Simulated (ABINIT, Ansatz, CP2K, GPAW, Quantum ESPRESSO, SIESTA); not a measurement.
One structure in several programs: NiAl (Pm-3m, 2 atoms in the cell)

Self-consistent single point, at a second geometry (lattice scaled by 0.98). First geometry:

```xyz
2
Lattice="2.9099 0.0000 0.0000 0.0000 2.9099 0.0000 0.0000 0.0000 2.9099" Properties=species:S:1:pos:R:3 pbc="T T T"
Al     1.4550     1.4550     1.4550
Ni     0.0000     0.0000     0.0000
```

Shared settings, as Ansatz (an electronic-structure program) writes them: kpoints.mp_grid.grid = 8 8 8; scf.occupations.method = gaussian; scf.occupations.width = 0.0073 Ry. Potentials and cutoffs stand in the table.

| code | model | ΔF from the first geometry (meV/atom) | pressure (GPa) | cutoff |
|---|---|---|---|---|
| Ansatz | PBE, default PAW files | 10.4 | 7.65 | 30.9 Ry |
| GPAW | PBE, GPAW PAW datasets PBE (gpaw-data 1.0.1) | 14.5 | 8.81 | 800 eV |
| Quantum ESPRESSO | PBE, PSlibrary ultrasoft (PBE) pseudopotentials | 10.8 | 7.22 | 50 Ry |
| ABINIT | PBE, norm-conserving pseudopotentials (PseudoDojo nc-sr-05 PBE standard) | 9.8 | 7.54 | 98 Ry |
| CP2K | PBE, GPW, DZVP-MOLOPT-SR-GTH basis, GTH-PBE potentials (GTH_POTENTIALS) | 10.9 | 7.75 | grid 600 Ry |
| SIESTA | GGA PBE, numerical atomic orbitals DZP, PseudoDojo PBE standard norm-conserving potentials (rewritten from UPF to PSML) | 0.6 | 5.63 | grid 400 Ry |

For Quantum ESPRESSO (by 0.6 GPa) the energy change implies a higher mean pressure, against the two pressures, than for the other programs: a sign of finite-basis (Pulay) stress.

On Ansatz's run: spin polarisation is off.

The spread over the programs that give each value: ΔF from the first geometry within 13.9 meV/atom; pressure within 3.18 GPa.

CP2K and SIESTA use small atom-centred bases, whose incompleteness enters pressures, forces and empty levels differently from a plane-wave cutoff. Ansatz's pressure is given at a fixed set of plane waves, as the other plane-wave codes print theirs; with its correction for the finite basis it is 7.71 GPa. In the pressure, GPAW (by 1.21) and SIESTA (by 1.96) lie more than 1 GPa from the median of the plane-wave programs.

The starting cell has typed, rounded lattice constants, without a prior relaxation at this level. Its lattice was rescaled by a random factor within 2.5 % of one. For this run, on top of that: lattice scaled by 0.98.

Left out of this page: Elk and FLEUR (not drawn, or without a comparable value).

Keys are those of Ansatz 0.2.
